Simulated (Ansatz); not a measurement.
The starting structures come from a database of crystals and need not be the phases stable at ambient conditions.

Data:

```
Sr3AsN
1.0
    5.09567     0.00000     0.00000
    0.00000     5.09567     0.00000
    0.00000     0.00000     5.09567
Sr As N
3 1 1
Direct
  0.00000   0.50000   0.50000
  0.50000   0.00000   0.50000
  0.50000   0.50000   0.00000
  0.00000   0.00000   0.00000
  0.50000   0.50000   0.50000
```

Space group of this cell: Pm-3m, anti-perovskite. The cell is taken as given; by PBEsol its mean pressure is -1.6 GPa.

Transport runs along the normal of the first two printed cell vectors, the (001) plane of the conventional cell.

The gap is the functional's own, uncorrected, and κ follows it; spin-orbit coupling is left out. Mid-gap values are interpolated between the computed energies.

Question: Compute, with PBEsol run with Ansatz (an electronic-structure program), the band gap and the smallest decay constant κ at mid-gap.

Answer: Gap 0.41 eV on a 6×6×6 mesh; κ = 0.042 1/Å, at the zone centre.
